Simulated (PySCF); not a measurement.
PySCF 2.14.0, R2SCAN/def2-svp, df: Ti(OH)2(NH2)(OSiH3) ([NH2][Ti]([OH])([OH])[O][SiH3]), 13 atoms. The geometry is a generated start, not checked to be a minimum at this level.

| Quantity | Result |
|---|---|
| task | energy |
| method | r2scan |
| basis | def2-svp |
| two-electron scheme | density fitting |
| mol.max_memory | 3000 MB |
| mf.max_cycle | 100 |
| mf.conv_tol | 1e-09 (default) |
| mf.grids.level | 3 (default) |
| basis functions | 140 |
| grid points | 164888 |

```xyz
13

Ti     0.4074    -0.0820     0.8476
O      2.0562    -0.1319     1.3525
H      2.8213     0.4403     1.4458
O     -0.6591    -0.7626     2.0336
H     -0.4898    -1.1187     2.9099
N     -0.0385     1.7292     0.7124
H     -0.4991     2.2103     1.4850
H     -0.5053     2.0199    -0.1490
O      0.1426    -0.7185    -0.7656
Si    -0.6370    -0.8676    -2.1531
H     -1.9142    -1.5771    -1.9360
H      0.2217    -1.6239    -3.0796
H     -0.9061     0.4824    -2.7035
```

Charge 0 and multiplicity 1 are set for this test and not shown to be the ground state.

With the defaults (mf.DIIS = CDIIS, mf.diis_space = 8, mf.diis = true, mf.init_guess = minao, mf.diis_damp = 0) it converges in 15 Fock builds. One run each on 2 threads, 1 BLAS thread, with these changes:
- mf.diis_space = 3
- mf.init_guess = atom
- mf.diis_space = 5
- mf.diis_space = 12
- mf.diis = false
- mf.init_guess = mod_huckel
- mf.init_guess = huckel
- mf.diis_damp = 0.3
- mf.DIIS = EDIIS

**Question.** Which runs fail or end elsewhere than the default run?

**Answer.** No convergence: mf.DIIS = EDIIS; mf.diis_space = 3; mf.diis = false (the run ends without SCF convergence in 100 cycles). The rest reach the solution of the defaults.

```
setting                     Fock builds             end
--------------------------  -----------  --------------
mf.diis_damp = 0.3                   13   same solution
the defaults                         15   same solution
mf.init_guess = atom                 15   same solution
mf.diis_space = 12                   15   same solution
mf.diis_space = 5                    18   same solution
mf.init_guess = huckel               29   same solution
mf.init_guess = mod_huckel           30   same solution
mf.DIIS = EDIIS                     101  no convergence
mf.diis_space = 3                   101  no convergence
mf.diis = false                     101  no convergence
```
